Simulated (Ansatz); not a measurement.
The starting structures come from a database of crystals and need not be the phases stable at ambient conditions.

Tunnelling through a barrier is set by its complex band structure: the current falls as exp(−2κd) with the smallest κ.

Here is the system:

```yaml
crystal:
  lattice:
    - [6.20702, 0.00000, 0.00000]
    - [3.10351, 7.36595, 0.00000]
    - [3.10351, 0.00000, 5.29422]
  atoms:
    - { symbol: Cs, position: [0.34117, 0.31766, 0.00000] }
    - { symbol: Cs, position: [0.65883, 0.68234, 0.00000] }
    - { symbol: Ni, position: [0.00000, 0.00000, 0.50000] }
    - { symbol: Ni, position: [0.50000, 0.00000, 0.50000] }
    - { symbol: Ni, position: [0.00000, 0.00000, 0.00000] }
    - { symbol: Se, position: [0.26993, 0.79498, 0.66516] }
    - { symbol: Se, position: [0.73007, 0.20502, 0.33484] }
    - { symbol: Se, position: [0.93509, 0.79498, 0.33484] }
    - { symbol: Se, position: [0.06491, 0.20502, 0.66516] }
```

Space group of this cell: Fmmm. The cell is taken as given.

Transport runs along the normal of the first two printed cell vectors.

The gap is the functional's own. No spin-orbit coupling. Mid-gap values are interpolated on the energy grid.

Problem. Give the band gap and the smallest decay constant κ at mid-gap that r2SCAN (Ansatz, a quantum-chemistry and plane-wave program) yields.

Solution. Gap 0.90 eV on a 6×6×6 mesh; κ = 0.204 1/Å, at (0.000, 0.500) of the in-plane reciprocal vectors. At the zone centre, at the nearest computed energy, the slowest state has κ = 0.24 1/Å.
